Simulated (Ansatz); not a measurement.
## Worked example: self-consistent single point of CaO (Fm-3m, 2 atoms in the cell) in Ansatz

Level of theory: PBE (plane waves, PAW; Ansatz, an electronic-structure program).

Input:

Ansatz 0.2 input:
```yaml
# CaO
crystal:
  lattice:
    - [0.000000, 2.412215, 2.412215]
    - [2.412215, 0.000000, 2.412215]
    - [2.412215, 2.412215, 0.000000]
  atoms:
    - { symbol: Ca, position_ang: [0.000000, 0.000000, 0.000000] }
    - { symbol: O, position_ang: [2.412215, 2.412215, 2.412215] }
basis:
  ecutwfc: 420.0
kpoints:
  mp_grid:
    grid: [9, 9, 9]
hamiltonian:
  xc: pbe
  pseudopotentials:
    kind: paw
scf:
  occupations:
    method: fermi_dirac
    width: 0.02
output:
  forces: true
  eigenvalues: true
  stress: true
```

Log, with long lists cut:

```
WARN ansatz: RAYON_NUM_THREADS=1 ignored (pool sized by the plan → 1); use --threads N
Pseudopotentials: kind: paw
Pseudopotential: Ca, paw, valence charge 10
Pseudopotential: O, paw, valence charge 6
Crystal: 2 atoms, lattice volume = 28.072 Å³
Basis set: ecut = 420 eV, 537 PW (Γ), exchange–correlation on 48×48×48 points (8 copies of the dense FFT grid, shifted against one another)
Bands: 12, of which v1, the nominal top of the filled ones, is band 8 counted from 1 (7 counted from 0)
Symmetry: 48 space group operations
Space group: Fm-3m (ITA 225), of the structure as read, at distance tolerance 3.0e-5 Å
k-points: 35 of 729
Initial density: superposition of atomic densities (neutral atoms: chi_scale 0, normalization atom), corrected by the library's trained network
Initial wavefunctions: pseudopotential atomic-orbital guess
Eigensolver: davidson
Functional: x = pbe(κ = 0.804, μ = 0.2195149727645171), c = pbe(β = 0.06672455060314922)
SCF iter   1: F=—  HF=-2387.722754 eV  |F-HF|=—  |Δ(HF+E_count)|=         —  Δρ=1.22e-3  dr2=3.49e-4  ethr=1.77e-3  ⟨swp⟩=7.3  Hψ=2988  notcnv=0
all-band conjugate gradients solve this SCF's bands
preconditioner: auto → none
SCF iter   2: F=—  HF=-2387.722926 eV  |F-HF|=—  |Δ(HF+E_count)|=   1.72e-4  Δρ=2.25e-3  dr2=1.36e-3  ethr=2.18e-6  ⟨swp⟩=2.1  Hψ=1064  notcnv=0
SCF iter   3: F=—  HF=-2387.722670 eV  |F-HF|=—  |Δ(HF+E_count)|=   2.56e-4  Δρ=7.76e-4  dr2=1.74e-4  ethr=2.18e-6  ⟨swp⟩=2.0  Hψ=570  notcnv=0
SCF iter   4: F=—  HF=-2387.722674 eV  |F-HF|=—  |Δ(HF+E_count)|=   3.47e-6  Δρ=1.58e-4  dr2=5.63e-6  ethr=1.09e-6  ⟨swp⟩=2.0  Hψ=525  notcnv=0
SCF iter   5: F=—  HF=-2387.722697 eV  |F-HF|=—  |Δ(HF+E_count)|=   2.34e-5  Δρ=1.11e-4  dr2=3.61e-6  ethr=3.52e-8  ⟨swp⟩=1.0  Hψ=420  notcnv=0
SCF iter   6: F=—  HF=-2387.722696 eV  |F-HF|=—  |Δ(HF+E_count)|=   6.53e-7  Δρ=5.37e-5  dr2=8.38e-7  ethr=2.26e-8  ⟨swp⟩=1.2  Hψ=427  notcnv=0
SCF iter   7: F=-2387.722696 eV  HF=-2387.722696 eV  |F-HF|=7.08e-8  |Δ(HF+E_count)|=   1.73e-7  Δρ=1.68e-5  dr2=8.15e-8  ethr=6.25e-10  ⟨swp⟩=2.9  Hψ=1406  notcnv=0
SCF 1 converged in 7 iterations: F = -2387.722696 eV  dr2 = 8.15e-8
SCF converged after 7 iterations
Free energy (F): -2387.722696 eV
Harris-Foulkes:  -2387.722696 eV  (|F-HF|=7.08e-8)
Internal energy: -2387.722696 eV  (E = F + TS)
E sigma→0 (E₀):  -2387.722696 eV
Fermi energy:    9.420900 eV
--- Per-component energies (eV) ---
  E_band       = -103.169618
  E_kinetic    = 455.827102
  E_local      = -897.454938  (includes V_loc(G=0)·N_el)
  E_nonlocal   = 111.456861
  E_hartree    = 297.626643
  E_xc         = -213.208903
  E_vxc        = -268.237561  (∫ρ·V_xc dr)
  E_paw        = -1016.265318  (= ΣΔE_a)
  E_vpaw       = -100.012366  (= ΣTr[D̂ρ^β])
  E_aug_tail   = 0.002407  (compensation charges beyond the density's cutoff)
  E_ewald      = -1125.706549
  E_smearing   = -0.000000  (= −TS)
  E_closure    = -0.000000  (closes the sum)
  Σ components = -2387.722696   (vs F -2387.722696, Δ=0.00e0)
--- Forces (eV/Å), atoms counted from 1 ---
  atom   1  Ca    -0.00000000     0.00000000    -0.00000000
  atom   2  O      0.00000000    -0.00000000    -0.00000000
  max |Σ_I F_I| component: 1.12e-29 eV/Å
--- Stress (GPa, compression-positive) ---
        0.422146       0.000000       0.000000
       -0.000000       0.422146       0.000000
       -0.000000      -0.000000       0.422146
  P = ⅓ Tr σ = 0.4221 GPa (4.221 kbar)
  The stress holds the Pulay correction. Without it, at fixed plane waves, as pw.x and ABINIT print it: P = 0.0121 GPa
--- Band table (eV; the first three rows and the last of 35) ---
  k-point 0: bands = ["-30.1144", "-10.8875", "-10.8875", "-10.8875", "-7.9242", "7.5708", "7.5708", "7.5708", "12.2106", "13.7806", "13.7806", "13.7806"]
  k-point 1: bands = ["-30.1032", "-11.0473", "-10.8936", "-10.8936", "-7.7562", "7.1406", "7.4066", "7.4066", "12.7623", "13.7418", "13.9865", "13.9865"]
  k-point 2: bands = ["-30.0745", "-11.3951", "-10.9090", "-10.9090", "-7.3867", "6.2754", "7.0299", "7.0299", "13.7231", "14.0392", "14.5436", "14.5436"]
  k-point 34: bands = ["-29.9894", "-11.4293", "-11.2472", "-11.1793", "-7.3031", "6.1767", "6.5172", "6.5972", "13.4523", "14.3562", "15.9313", "16.9267"]
```

The run converged in 7 iterations.

The starting cell has typed, rounded lattice constants, without a prior relaxation at this level. Its lattice was rescaled by up to half a per cent. Ansatz's pressure includes its estimate of the finite-basis (Pulay) stress.
